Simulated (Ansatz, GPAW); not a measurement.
**One structure in several programs: HfGeS (P1, 6 atoms in the cell)**

Self-consistent single point, at a second geometry (atoms moved at random). First geometry:

```xyz
6
Lattice="3.5949 0.0000 0.0000 0.0000 3.5949 0.0000 0.0000 0.0000 7.8941" Properties=species:S:1:pos:R:3 pbc="T T T"
Hf     0.0000     1.7974     5.7326
Hf     1.7974     0.0000     2.1615
Ge     1.7974     1.7974     0.0000
Ge     0.0000     0.0000     0.0000
S      0.0000     1.7974     2.9986
S      1.7974     0.0000     4.8954
```

Second geometry:
```yaml
crystal:
  lattice:
    - [3.59489, 0.00000, 0.00000]
    - [0.00000, 3.59489, 0.00000]
    - [0.00000, 0.00000, 7.89409]
  atoms:
    - { symbol: Hf, position: [0.01400, 0.49789, 0.72654] }
    - { symbol: Hf, position: [0.49878, 0.98704, 0.27864] }
    - { symbol: Ge, position: [0.48681, 0.50397, 0.99659] }
    - { symbol: Ge, position: [0.99851, 0.00143, 0.00282] }
    - { symbol: S, position: [0.99776, 0.50060, 0.37693] }
    - { symbol: S, position: [0.50415, 0.00908, 0.61848] }
```

Shared settings, as Ansatz (a quantum-chemistry and plane-wave program) writes them: kpoints.mp_grid.grid = 7 7 4; scf.occupations.method = fermi_dirac; scf.occupations.width = 0.05 eV. Potentials and cutoffs stand in the table.

```csv
code,model,ΔF from the first geometry (meV/atom),pressure (GPa),largest force (eV/Å),cutoff
GPAW,"LDA (Perdew-Wang 92), GPAW PAW datasets LDA (gpaw-data 1.0.1)",9.4,-3.54,0.675,550 eV
Ansatz,"LDA (PW92), PAW files made with PBE",9.5,-3.77,0.660,420 eV
```

Size of the force on each atom (eV/Å): Sizes of forces hide their directions.

```csv
code,Hf1,Hf2,Ge3,Ge4,S5,S6
GPAW,0.643,0.607,0.675,0.222,0.454,0.290
Ansatz,0.621,0.625,0.660,0.208,0.463,0.284
```

On Ansatz's run: spin-orbit coupling is off.

The spread over the programs that give each value: ΔF from the first geometry within 0.1 meV/atom; pressure within 0.23 GPa; largest force within 0.015 eV/Å.

Ansatz's pressure is given at a fixed set of plane waves, as the other plane-wave codes print theirs; with its correction for the finite basis it is -3.72 GPa.

The starting cell comes from a database of computed structures (which also holds hypothetical and non-ambient phases and stackings), without a prior relaxation at this level. Its lattice was rescaled by a random factor within 2.5 % of one. For this run, on top of that: atoms moved at random.

Keys are those of Ansatz 0.2.
